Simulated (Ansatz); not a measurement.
# Hypothetical CsCl type TaAs: response to strain

Consider TaAs in the CsCl type structure (space group Pm-3m, No. 221; a = 3.178 Å; a hypothetical phase, not in the database extracts checked; relaxed with 0.1 eV smearing). Axes: x, y, z lie along the cube axes.

Strains are applied to the cell and any free atomic positions relax; under biaxial strain the out-of-plane vector relaxes too.

Level of theory: Kohn–Sham DFT with the PBEsol functional, run in Ansatz (a program for electronic structure) with PAW and 420 eV plane waves, no spin-orbit coupling.

Notes on the quantities. pressure: mean of the normal stresses, compression positive; energy relative to the base: free energy F.

```tsv
change	pressure	energy relative to the base	volume per atom	space group
base	0.0 GPa	0 meV/atom	16.05 Å³	Pm-3m (No. 221)
biaxial strain +2.18 %, plane normal [001], relaxed out of plane	___	___	16.57 Å³	P4/mmm (No. 123)
biaxial strain −0.56 %, plane normal [110], relaxed out of plane	1.6 GPa	+1.3 meV/atom	15.93 Å³	Cmmm (No. 65)
uniaxial strain ε_xx = −0.61 %	1.2 GPa	+0.7 meV/atom	15.96 Å³	P4/mmm (No. 123)
uniaxial strain ε_yy = −3.77 %	8.3 GPa	___	15.45 Å³	P4/mmm (No. 123)
uniaxial strain ε_yy = −2.98 %	6.4 GPa	+18 meV/atom	15.58 Å³	P4/mmm (No. 123)
tensor shear ε_xy = +0.60 %	0.0 GPa	+0.9 meV/atom	16.05 Å³	Cmmm (No. 65)
```

What belongs in the blanks?


- biaxial strain +2.18 %, plane normal [001], relaxed out of plane, pressure: -5.7 GPa
- biaxial strain +2.18 %, plane normal [001], relaxed out of plane, energy relative to the base: +19 meV/atom
- uniaxial strain ε_yy = −3.77 %, energy relative to the base: +29 meV/atom

Whether these cells are dynamically stable was not tested. All final runs are without spin polarisation.
